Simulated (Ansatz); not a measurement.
Here is the system:

```yaml
crystal:
  lattice:
    - [0.00000, 3.01724, 3.01724]
    - [3.01724, 0.00000, 3.01724]
    - [3.01724, 3.01724, 0.00000]
  atoms:
    - { symbol: Pb, position: [0.00000, 0.00000, 0.00000] }
    - { symbol: S, position: [0.50000, 0.50000, 0.50000] }
```

No spin polarisation.

Computed with r2SCAN (Ansatz, an electronic-structure program, PAW, no SOC). Settings: 10×10×10 k-points, 0.05 eV Fermi–Dirac smearing.

Q: Predict the band gap and width of the top valence band.

A: Band gap: 0.80 eV
Width of the top valence band: 3.23 eV

Spin-orbit coupling, missing from the scalar runs, can matter with Pb. The cells carry an imposed strain or load. Stability against distortions was not tested. The cell was made from PbS in the rock salt structure (space group Fm-3m, No. 225) by this change: isotropic strain +1.00 %.
